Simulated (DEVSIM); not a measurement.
Device: abrupt Si p-n junction, at 300 K.

```
layer (left to right)  material  thickness (μm)  Nd (cm⁻³)  Na (cm⁻³)  τn (s)  τp (s)
---------------------  --------  --------------  ---------  ---------  ------  ------
1                            Si           0.520          -     1.5e15    2e-7    2e-7
2                            Si           0.620       7e16          -    2e-7    2e-7
```

Left contact: ohmic. Right contact: ohmic. Voltage is applied to the left contact. Recombination: SRH at mid-gap, radiative. Mobility is μmin + (μ − μmin)/(1 + (N/Nref)^α).

This is a model device: material constants are rounded textbook-type values typed into the input, and sizes, dopings and lifetimes were drawn at random. Values at 300 K.

| parameter | Si |
|---|---|
| gap (eV) | 1.124 |
| affinity (eV) | 4.05 |
| permittivity | 11.7 |
| Nc (cm⁻³) | 2.86e19 |
| Nv (cm⁻³) | 3.1e19 |
| μn (cm²/Vs) | 1417 |
| μp (cm²/Vs) | 470 |
| μn,min | 52 |
| μp,min | 45 |
| Nref,n | 9.7e16 |
| Nref,p | 2.2e17 |
| αn | 0.68 |
| αp | 0.72 |
| B (cm³/s) | 4.7e-15 |

Model (solved in DEVSIM): 1D drift-diffusion, Boltzmann statistics, complete ionisation; no tunnelling, impact ionisation, image-force lowering or self-heating.

The doping Nd of layer 2 was swept, all else fixed.

```json
[
 {"doping Nd of layer 2 (cm^-3)": "2.1e15", "dark forward voltage at 1 A/cm² (V)": "0.463", "dark forward voltage at 100 A/cm² (V)": "0.613", "potential step across the device at zero bias (V)": "0.621", "largest field in the device at zero bias (V/cm)": "13000"},
 {"doping Nd of layer 2 (cm^-3)": "7e15", "dark forward voltage at 1 A/cm² (V)": "0.459", "dark forward voltage at 100 A/cm² (V)": "0.604", "potential step across the device at zero bias (V)": "0.652", "largest field in the device at zero bias (V/cm)": "16000"},
 {"doping Nd of layer 2 (cm^-3)": "2.1e16", "dark forward voltage at 1 A/cm² (V)": "0.454", "dark forward voltage at 100 A/cm² (V)": "0.599", "potential step across the device at zero bias (V)": "0.681", "largest field in the device at zero bias (V/cm)": "18000"},
 {"doping Nd of layer 2 (cm^-3)": "7e16", "dark forward voltage at 1 A/cm² (V)": "0.450", "dark forward voltage at 100 A/cm² (V)": "0.596", "potential step across the device at zero bias (V)": "0.712", "largest field in the device at zero bias (V/cm)": "22000"},
 {"doping Nd of layer 2 (cm^-3)": "2.1e17", "dark forward voltage at 1 A/cm² (V)": "0.448", "dark forward voltage at 100 A/cm² (V)": "0.594", "potential step across the device at zero bias (V)": "0.740", "largest field in the device at zero bias (V/cm)": "30000"},
 {"doping Nd of layer 2 (cm^-3)": "7e17", "dark forward voltage at 1 A/cm² (V)": "0.447", "dark forward voltage at 100 A/cm² (V)": "0.593", "potential step across the device at zero bias (V)": "0.771", "largest field in the device at zero bias (V/cm)": "48000"},
 {"doping Nd of layer 2 (cm^-3)": "2.1e18", "dark forward voltage at 1 A/cm² (V)": "0.446", "dark forward voltage at 100 A/cm² (V)": "0.592", "potential step across the device at zero bias (V)": "0.800", "largest field in the device at zero bias (V/cm)": "81000"}
]
```

From the first row to the last the dark forward voltage at 1 A/cm² goes from 0.463 to 0.446. From the first row to the last the dark forward voltage at 100 A/cm² goes from 0.613 to 0.592.
